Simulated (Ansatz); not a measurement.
Start from GaN (space group Pm-3n, No. 223; a = 5.571 Å; a hypothetical phase, not in the database extracts checked).

Level of theory: Ansatz (a quantum-chemistry and plane-wave program) PBE, no spin-orbit coupling.

Before the change:

| Property | Value |
|---|---|
| Band gap | 1.50 eV |
| Shortest interatomic distance | 1.970 Å |

The change: a negative pressure, −2 GPa.

Problem. How does this affect the band gap?

Solution. The band gap decreases by 0.062 eV (1.50 eV → 1.43 eV).

Problem. Estimate the effect on the shortest interatomic distance.

Solution. The shortest interatomic distance increases by 0.010 Å to 1.980 Å.

Load acts through the strain it causes; cell and atoms are relaxed under it. No phonon test of stability was made.
